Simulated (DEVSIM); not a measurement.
Structure: Ti/SiO2/p-Si capacitor, at 400 K.

| layer (left to right) | material | thickness (nm) | Na (cm⁻³) |
|---|---|---|---|
| 1 | SiO2 | 2.70 | - |
| 2 | Si | 970 | 3.5e17 |

Metal gate on the left, work function 4.33 eV. Fixed charge at the semiconductor interface -5.9e10 cm⁻² (in units of +e); no interface traps.

This is a model device: material constants are rounded textbook-type values typed into the input, and sizes, dopings and lifetimes were drawn at random. Values at 300 K; Nc and Nv go as T^1.5, mobilities as T to minus their exponent, the gap by Varshni's rule with the affinity fixed.

```
parameter         SiO2        Si
----------------  ----  --------
gap (eV)             9     1.124
affinity (eV)      0.9      4.05
permittivity       3.9      11.7
Nc (cm⁻³)            -   2.86e19
Nv (cm⁻³)            -    3.1e19
Varshni α (eV/K)     -  0.000473
Varshni β (K)        -       636
```

Model (solved in DEVSIM): 1D Poisson equation in equilibrium, Boltzmann statistics, complete ionisation; no quantum confinement or tunnelling. Metal contacts follow the ideal Schottky-Mott rule: no Fermi-level pinning, no interface dipoles.

Base results: capacitance of the dielectric stack (μF/cm²) 1.28; minimum of the low-frequency capacitance (μF/cm²) 0.192; flat-band voltage (V) -0.64; threshold voltage (band bending 2φF) (V) 0.35.

Task: What follows from this one change: temperature 400 → 350 K?

Result: capacitance of the dielectric stack little changed (1.28 μF/cm²); minimum of the low-frequency capacitance 0.192 → 0.184 μF/cm²; flat-band voltage -0.64 → -0.68 V; threshold voltage (band bending 2φF) 0.35 → 0.39 V.

Task: What follows from this one change: gate work function 4.33 → 4.63 eV?

Result: capacitance of the dielectric stack little changed (1.28 μF/cm²); minimum of the low-frequency capacitance little changed (0.192 μF/cm²); flat-band voltage -0.64 → -0.34 V; threshold voltage (band bending 2φF) 0.35 → 0.65 V.

Task: What follows from this one change: substrate doping 3.5e+17 → 7e+17 cm^-3?

Result: capacitance of the dielectric stack little changed (1.28 μF/cm²); minimum of the low-frequency capacitance 0.192 → 0.249 μF/cm²; flat-band voltage -0.64 → -0.66 V; threshold voltage (band bending 2φF) 0.35 → 0.48 V.

Task: What follows from this one change: interface trap density 0 → 1e+12 cm^-2 eV^-1?

Result: capacitance of the dielectric stack little changed (1.28 μF/cm²); minimum of the low-frequency capacitance 0.192 → 0.298 μF/cm²; flat-band voltage -0.64 → -0.69 V; threshold voltage (band bending 2φF) 0.35 → 0.40 V.
